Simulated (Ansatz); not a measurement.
The reference is PbS in the rock salt structure (space group Fm-3m, No. 225).

```yaml
crystal:
  lattice:
    - [0.00000, 2.92251, 2.92251]
    - [2.92251, 0.00000, 2.92251]
    - [2.92251, 2.92251, 0.00000]
  atoms:
    - { symbol: Pb, position: [0.00000, 0.00000, 0.00000] }
    - { symbol: S, position: [0.50000, 0.50000, 0.50000] }
```

Method: Ansatz (a quantum-chemistry and plane-wave program) LDA, spin-orbit coupling left out.

Strains are applied to the cell and any free atomic positions relax.

One change was made to it. Results:

The pressure goes from zero to 4.43 GPa; the energy goes up by 19 meV/atom.

Which change produced these results?
A. isotropic strain +1.50 %
B. isotropic strain −0.50 %
C. isotropic strain −2.00 %
D. isotropic strain +3.00 %

C, isotropic strain −2.00 %. For comparison, the energy relative to the base in the other runs: isotropic strain +1.50 % gives +9.7 meV/atom; isotropic strain −0.50 % gives +1.1 meV/atom; isotropic strain +3.00 % gives +37 meV/atom.

Whether these cells are dynamically stable was not tested. The final runs are not spin-polarised.
